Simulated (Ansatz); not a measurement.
# Response to strain in SnO2

Consider SnO₂ in the rutile structure (space group P4_2/mnm, No. 136; a = 4.769 Å, c = 3.212 Å). Axes: x, y, z lie along a, b, c of the conventional cell.

Strains are applied to the cell and any free atomic positions relax.

Level of theory: Kohn–Sham DFT with the PBEsol functional, run in Ansatz (a program for electronic structure) with PAW and 420 eV plane waves, no SOC.

Notes on the quantities. pressure: mean of the normal stresses, compression positive.

```json
[
 {"change": "base", "electron mass": "0.17 mₑ along c, 0.19 mₑ across (at Γ)", "volume per atom": "12.18 Å³", "band gap": "0.92 eV", "pressure": "0.00 GPa"},
 {"change": "uniaxial strain ε_zz = +0.60 %", "electron mass": "0.16 mₑ along z, 0.18 mₑ across (at Γ)", "volume per atom": "12.25 Å³", "band gap": "0.84 eV", "pressure": "-1.35 GPa"},
 {"change": "uniaxial strain ε_zz = +1.20 %", "electron mass": "0.16 mₑ along z, 0.17 mₑ across (at Γ)", "volume per atom": "12.32 Å³", "band gap": "0.75 eV", "pressure": "-2.66 GPa"},
 {"change": "uniaxial strain ε_zz = +1.80 %", "electron mass": "–", "volume per atom": "12.40 Å³", "band gap": "0.67 eV", "pressure": "-3.92 GPa"},
 {"change": "uniaxial strain ε_zz = +2.40 %", "electron mass": "0.15 mₑ (at Γ)", "volume per atom": "12.47 Å³", "band gap": "0.59 eV", "pressure": "-5.13 GPa"},
 {"change": "uniaxial strain ε_zz = +3.00 %", "electron mass": "0.15 mₑ (at Γ)", "volume per atom": "12.54 Å³", "band gap": "0.51 eV", "pressure": "-6.29 GPa"}
]
```

Masses are band curvatures over ±0.01 Å⁻¹ around the edge. Semilocal Kohn–Sham gaps tend to fall short of experiment. Stability against distortions was not tested.
